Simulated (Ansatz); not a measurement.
A 32-atom cell of (Zn,Hg)S started in the zinc blende structure, site fractions Zn 0.875, Hg 0.125, short-range order -0.05 among the nearest mixed sites of the first mixed sublattice (0 is random, a negative value favours unlike neighbours), space group Fmm2 at the end, an ordered arrangement that its symmetry holds. The mixed sublattice has 16 sites.

The mixing enthalpy is taken against the end members in the zinc blende type (which need not be the stable form of HgS), relaxed in the same cell and mesh.

These are PBE (plane waves to 420 eV, PAW; Ansatz, a program for electronic structure) values and carry that method's errors. No spin–orbit coupling; with elements this heavy it can move edges by tenths of an eV. Its k-point mesh 3×3×3, Fermi–Dirac width 0.01 eV.

```json
[
 {"cell": "ZnS", "energy at zero smearing (eV)": "-67563.749"},
 {"cell": "HgS", "energy at zero smearing (eV)": "-235452.967"},
 {"cell": "HgZn7S8", "energy at zero smearing (eV)": "-88549.620"}
]
```

Problem. Work out the mixing enthalpy per mixed site and the interaction parameter Ω of a regular solution.

Solution. With x = 2/16 of the second end member, ΔH = [-88549.620 − 14/16 × (-67563.749) − 2/16 × (-235452.967)] / 16 = 17.6 meV against the separate end members. Ω = ΔH / x(1 − x) = 161 meV.
